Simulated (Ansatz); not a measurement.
Results of PBE0 in Ansatz (plane waves, PAW) for cubic perovskite BaLiF3.

Numerical settings: plane-wave cutoff 460 eV, 6×6×6 k mesh, Fermi–Dirac smearing 0.01 eV, scalar-relativistic PAW data made under PBE.

Properties against volume:

```csv
V (Å³/atom),P (GPa),direct gap at Γ (eV)
12.088,4.42,9.582
12.406,2.09,9.543
12.724,0.08,9.501
12.882,-0.81,9.479
13.042,-1.66,9.457
13.360,-3.17,9.411
```

A straight line through the gaps at Γ against ln V gives a volume deformation potential dE_g(Γ)/d ln V of -1.7 eV: the gap at Γ widens under compression.

Note: the relaxation could not lower the start's symmetry, so the cell can be a saddle point above a distorted one.

Spin–orbit coupling is not included.

Ansatz is an electronic-structure program.
